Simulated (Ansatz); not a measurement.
An Ansatz (a first-principles code) input (Ansatz, PBEsol, PAW, cutoff 420 eV, no spin-orbit coupling):

Ansatz 0.2 input:
```yaml
crystal:
  lattice:
    - [2.5257574998, 0, 0]
    - [1.2628787499, 2.1873701586, 0]
    - [0, 0, 4.2159131449]
  atoms:
    - { symbol: B, position: [0.3333333333, 0.3333333333, 0.0002668667] }
    - { symbol: B, position: [0.6666666667, 0.6666666667, 0.5002668667] }
    - { symbol: N, position: [0.3333333333, 0.3333333333, 0.3747331333] }
    - { symbol: N, position: [0.6666666667, 0.6666666667, 0.8747331333] }
basis: { ecutwfc: 420, ecutrho_ratio: 4, xc_grid: 2, fft_grid_basis: typed }
kpoints: { mp_grid: { grid: [15, 15, 8] } }
hamiltonian:
  xc: pbesol
  dispersion: none
  pseudopotentials: { kind: paw }
scf: { occupations: { method: fermi_dirac, width: 0.05 } }
relax: { f_tol: 0.005, max_steps: 50, cell: { stress_tol: 0.01, fix: [a, b, gamma] } }
output: { forces: true, stress: true }
checkpoint: { write: state.ck, write_every: 1000 }
```

### Question
Which symmetry and how many k-points will the program report, and about how many plane waves at Γ?

### Answer
Space group P63mc (ITA 186) with 12 operations, k-points 135 of 1800, and 465 plane waves at Γ.

### Question
And the final pressure?

### Answer
4.44 GPa (compression positive).

The cells carry an imposed strain or load. Whether these cells are dynamically stable was not tested. The cell was made from BN in the wurtzite structure (space group P6_3mc, No. 186) by this change: biaxial strain −0.60 %, plane normal [001], relaxed out of plane.
